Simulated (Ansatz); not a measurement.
```yaml
crystal:
  lattice:
    - [-0.00003, -4.69692, -4.27693]
    - [0.00003, 4.69692, -4.27693]
    - [5.42844, 0.00004, 4.27693]
  atoms:
    - { symbol: Ru, position: [0.58241, 0.41793, 0.25034] }
    - { symbol: Re, position: [0.21069, 0.54157, 0.00226] }
    - { symbol: Ru, position: [0.70998, 0.04134, 0.00132] }
    - { symbol: Ru, position: [0.33292, 0.16567, 0.74859] }
    - { symbol: Ru, position: [0.45840, 0.79213, 0.50053] }
    - { symbol: Ru, position: [0.95716, 0.29236, 0.49952] }
    - { symbol: Ru, position: [0.08305, 0.91738, 0.25043] }
    - { symbol: Re, position: [0.83296, 0.66479, 0.74775] }
    - { symbol: Ru, position: [0.54108, 0.20774, 0.49852] }
    - { symbol: Ru, position: [0.16710, 0.33393, 0.25133] }
    - { symbol: Ru, position: [0.66740, 0.83423, 0.25133] }
    - { symbol: Ru, position: [0.29108, 0.95787, 0.99985] }
    - { symbol: Ru, position: [0.41608, 0.58300, 0.74992] }
    - { symbol: Ru, position: [0.91692, 0.08385, 0.74992] }
    - { symbol: Ru, position: [0.04078, 0.70744, 0.49852] }
    - { symbol: Ru, position: [0.79199, 0.45877, 0.99985] }
```

The mixing enthalpy is taken against the end members in the hexagonal close-packed type (which need not be the stable form of Ru and Re), relaxed in the same cell and mesh.

Calculation: r2SCAN (plane waves to 500 eV, PAW; Ansatz, a program for electronic structure). Spin–orbit coupling is left out; the runs are not spin-polarised. Its k-point mesh 6×6×6, Fermi–Dirac width 0.05 eV.

Q: Give the composition and order of this alloy cell, and its volume, bond lengths and mixing enthalpy.

A: A 16-atom cell of (Ru,Re) started in the hexagonal close-packed structure, site fractions Ru 0.875, Re 0.125, short-range order -0.05 in the first shell of the mixed sites (0 is random, a negative value favours unlike neighbours), space group Cm at the end.
volume per atom: 13.63 Å³
Ru–Ru bonds: 2.682 Å on average, from 2.644 to 2.727 (73)
Re–Ru bonds: 2.679 Å on average, from 2.646 to 2.729 (22)
Re–Re bonds: 2.729 Å on average, from 2.729 to 2.729 (1)
mixing enthalpy per site of the mixed sublattice: -33 meV
departure of the mean lattice parameter from Vegard's line: under 0.15 %, inside the noise of the relaxations
